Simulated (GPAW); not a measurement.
Worked example: self-consistent single point of TiNi (Pm-3m, 2 atoms in the cell) in GPAW.

Method: LDA (Perdew-Wang 92), GPAW PAW datasets LDA (gpaw-data 1.0.1) (plane waves; GPAW).

The change in words: lattice scaled by 0.98. Reference geometry:
```yaml
crystal:
  lattice:
    - [2.96088, 0.00000, 0.00000]
    - [0.00000, 2.96088, 0.00000]
    - [0.00000, 0.00000, 2.96088]
  atoms:
    - { symbol: Ti, position: [0.50000, 0.50000, 0.50000] }
    - { symbol: Ni, position: [0.00000, 0.00000, 0.00000] }
```

Reference input (self-consistent single point, DFT LDA (Perdew-Wang 92), plane waves, GPAW PAW datasets LDA (gpaw-data 1.0.1)): mode = pw; ecut = 800 eV; xc = LDA; kpts = 9 9 9; mesh shift (steps) = 0 0 0; occupations.name = methfessel-paxton; occupations.width = 0.1 eV; occupations.order = 0; nbands = -6; convergence.forces = 0.001 eV/Å; symmetry.symmorphic = false; symmetry.tolerance = 0.0005. This run's input differs from it in these lines:

```diff
@@ -5,5 +5,5 @@
 atoms = Atoms(['Ti', 'Ni'],
-              cell=[[2.960879, 0.000000, 0.000000],
-                    [0.000000, 2.960879, 0.000000],
-                    [0.000000, 0.000000, 2.960879]],
+              cell=[[2.901661, 0.000000, 0.000000],
+                    [0.000000, 2.901661, 0.000000],
+                    [0.000000, 0.000000, 2.901661]],
               scaled_positions=[[0.500000, 0.500000, 0.500000],
```

Log, with long lists cut:

```
     iter     time        total  log10-change:
                         energy   eigst   dens  force
iter:   1 --:--:--   -17.565900
iter:   2 --:--:--   -17.051669   -0.48  -1.48
iter:   3 --:--:--   -16.789066   -1.04  -1.54
iter:   4 --:--:--   -16.774208   -1.54  -1.67
iter:   5 --:--:--   -17.078556   -0.82  -1.81
iter:   6 --:--:--   -16.845020   -2.52  -1.71
iter:   7 --:--:--   -16.686950   -1.63  -1.91
iter:   8 --:--:--   -16.679928   -3.02  -2.47
iter:   9 --:--:--   -16.679308c  -4.62  -3.09
iter:  10 --:--:--   -16.680978c  -3.52  -2.98
iter:  11 --:--:--   -16.678101c  -3.85  -2.87
iter:  12 --:--:--   -16.678102c  -5.26  -3.76
iter:  13 --:--:--   -16.678097c  -6.00  -3.89
iter:  14 --:--:--   -16.678087c  -6.40  -4.21c
iter:  15 --:--:--   -16.678084c  -6.57  -4.33c
iter:  16 --:--:--   -16.678084c  -6.77  -4.64c
iter:  17 --:--:--   -16.678084c  -7.47c -4.34c
iter:  18 --:--:--   -16.678082c  -6.74  -4.69c
iter:  19 --:--:--   -16.678082c  -8.55c -5.16c -29.27c
Converged after 19 iterations.

Dipole moment: (-0.000000, -0.000000, -0.000000) |e|*Ang

Energy contributions relative to reference atoms: (reference = -64474.544929)

Kinetic:        +17.600134
Potential:      -14.321903
External:        +0.000000
XC:             -20.042245
Entropy (-ST):   -0.016558
Local:           +0.094211
SIC:             +0.000000
--------------------------
Free energy:    -16.686361
Extrapolated:   -16.678082

Showing only first 2 kpts
 Kpt  Band  Eigenvalues  Occupancy
  0    12      7.93969    2.00000
  0    13     10.69650    0.00000
  0    14     10.69650    0.00000
  0    15     13.13866    0.00000

  1    12      7.97809    2.00000
  1    13     10.57400    0.00000
  1    14     10.74328    0.00000
  1    15     12.77087    0.00000

Fermi level: 10.22669

No gap
No difference between direct/indirect transitions
Energy (eV): -16.678082

Forces in eV/Ang:
  0 Ti   -0.00000   -0.00000   -0.00000
  1 Ni    0.00000    0.00000    0.00000

Stress tensor:
    -0.054145     0.000000     0.000000
     0.000000    -0.054145     0.000000
     0.000000     0.000000    -0.054145
Stress (GPa, Voigt): [-8.6749 -8.6749 -8.6749  0.      0.      0.    ]
```

The run converged in 19 iterations. GPAW prints stress with tension positive. Against the reference run the free energy rises by 11.8 meV/atom and the pressure goes from -3.59 to 8.67 GPa.

The starting cell comes from a database of computed structures (which also holds hypothetical and non-ambient phases and stackings), without a prior relaxation at this level. Its lattice was rescaled by a random factor within 2.5 % of one. For this run, on top of that: lattice scaled by 0.98. Spin polarisation is off. With a pressure of about 9 GPa the cell is away from its equilibrium volume at this level.

Cost on one core of a shared machine: roughly 40 s.
